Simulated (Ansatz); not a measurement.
TiAs (P6₃/mmc, No. 194)

Computed with PBEsol (PAW; Ansatz, a program for electronic structure).

Run with plane-wave cutoff 520 eV, 18×18×6 k mesh (along the axes of the cell as run), Fermi–Dirac smearing 0.034 eV (set by the program), no spin polarisation, scalar-relativistic PAW data made under PBE.

Cell: relaxed at this level.

For TiAs (P6₃/mmc, No. 194), the voigt–Reuss–Hill bulk modulus is 130 GPa, the polycrystal shear modulus (Hill average) is 77.4 GPa and the Young modulus comes out as 194 GPa. The Poisson ratio is 0.252.

Elastic constants are with the ions relaxed.

It cost very roughly 110 core-minutes of CPU time.
